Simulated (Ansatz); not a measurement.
```xyz
5
Lattice="3.9330 0.0000 0.0000 0.0000 3.9330 0.0000 0.0000 0.0000 3.9330" Properties=species:S:1:pos:R:3 pbc="T T T"
Mg     0.0000     0.0000     0.0000
Sn     1.9665     1.9665     1.9665
O      0.0000     1.9665     1.9665
O      1.9665     1.9665     0.0000
O      1.9665     0.0000     1.9665
```

A single point on hypothetical cubic perovskite MgSnO3 with a change (pressure 7.5 GPa), its geometry relaxed with PBEsol.

The values are results of Kohn–Sham DFT with the PBEsol functional, run in Ansatz (a first-principles code) with PAW and 420 eV plane waves, with spin-orbit coupling, not measurements. Settings: 8×8×8 k-points, 0.05 eV Fermi–Dirac smearing.

Estimate the hole mass (degenerate bands, along [100]).

0.79, 2.3 mₑ (at R).

What is the computed band gap?

1.16 eV.

Estimate the gap character.

Indirect, R → Γ.

Single points use the geometry relaxed with PBEsol. Load acts through the strain it causes; cell and atoms are relaxed under it. Masses are band curvatures over ±0.01 Å⁻¹ around the edge. No phonon test of stability was made. Competing high-pressure phases were not computed. The cell was made from MgSnO3 in the cubic perovskite structure (space group Pm-3m, No. 221; a hypothetical phase, not in the database extracts checked) by this change: pressure 7.5 GPa. Many cubic perovskites are stable only at high temperature; tilts and polar distortions were not tested.
